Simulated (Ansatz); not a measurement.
Ta: x(Re) = 0.25, 4 atoms, Cmmm

The parent structure is Ta in the bcc (W type) structure (space group Im-3m, No. 229; a = 3.282 Å).

The other end (x = 1) is Re in the bcc (W type) structure (space group Im-3m, No. 229; a model cell, its experimental status unchecked): 14.68 Å³/atom, gap zero; this end may not be an ambient phase.

It is then changed as follows: a fraction x = 0.25 of the Ta sites is given to Re, ordered in a cell of 4 atoms (starting symmetry Cmmm) and fully relaxed.

Calculations: DFT with PBEsol, PAW potentials and a 420 eV plane-wave cutoff in Ansatz (a first-principles code), no SOC, earlier PAW set. Γ-centred 18×18×5 mesh, Fermi–Dirac width 0.05 eV, for the changed cell.

```json
[
 {"quantity": "volume per atom", "base": "17.67 Å³", "changed": "16.75 Å³", "shift": "-0.926 Å³"},
 {"quantity": "density", "base": "17.00 g/cm³", "changed": "18.07 g/cm³", "shift": "+1.07 g/cm³"},
 {"quantity": "shortest interatomic distance", "base": "2.842 Å", "changed": "2.688 Å", "shift": "-0.154 Å"},
 {"quantity": "band gap", "base": "zero", "changed": "zero", "shift": "–"},
 {"quantity": "mixing energy (to 0.01 eV only: unlike meshes or grids) (against an end that may be hypothetical)", "base": "–", "changed": "-0.21 eV/atom", "shift": "–"},
 {"quantity": "deviation of the volume from the linear (Vegard-type) interpolation", "base": "–", "changed": "-1.1 %", "shift": "–"}
]
```

Final structure:

```
Ta3Re
1.0
    1.60339    -2.31839     0.00000
    1.60339     2.31839     0.00000
    0.00000     0.00000     9.01110
Ta Re
3 1
Direct
  0.00000   0.00000   0.73947
  0.50000   0.50000   0.00000
  0.00000   0.00000   0.26053
  0.50000   0.50000   0.50000
```

Each cell is one ordered arrangement of few atoms, which overstates ordering effects compared with a random alloy. Stability against distortions was not tested. The final runs are not spin-polarised. This is not the structure that Re has at room temperature and ambient pressure.
